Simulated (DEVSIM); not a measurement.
Device: TaN/SiO2/p-Si capacitor, at 300 K.

```csv
layer (left to right),material,thickness (nm),Na (cm⁻³)
1,SiO2,14.0,-
2,Si,8800,4.3e15
```

Metal gate on the left, work function 4.4 eV. Fixed charge at the semiconductor interface 0 cm⁻² (in units of +e); no interface traps.

This is a model device: material constants are rounded textbook-type values typed into the input, and sizes, dopings and lifetimes were drawn at random. Values at 300 K.

```tsv
parameter	SiO2	Si
gap (eV)	9	1.124
affinity (eV)	0.9	4.05
permittivity	3.9	11.7
Nc (cm⁻³)	-	2.86e19
Nv (cm⁻³)	-	3.1e19
```

DEVSIM, 1D Poisson equation in equilibrium, Boltzmann statistics, complete ionisation; no quantum confinement or tunnelling. Metal contacts follow the ideal Schottky-Mott rule: no Fermi-level pinning, no interface dipoles.

The substrate doping was swept, all else fixed.

```tsv
substrate doping (cm^-3)	flat-band voltage (V)	minimum of the low-frequency capacitance (μF/cm²)	threshold voltage (band bending 2φF) (V)
2.2e14	-0.47	0.00687	0.07
4.3e14	-0.48	0.00902	0.10
8.6e14	-0.50	0.0123	0.13
2.2e15	-0.53	0.0180	0.19
4.3e15	-0.54	0.0240	0.25
8.6e15	-0.56	0.0314	0.32
```

From the first row to the last the flat-band voltage goes from -0.47 to -0.56. From the first row to the last the minimum of the low-frequency capacitance goes from 0.00687 to 0.0314.
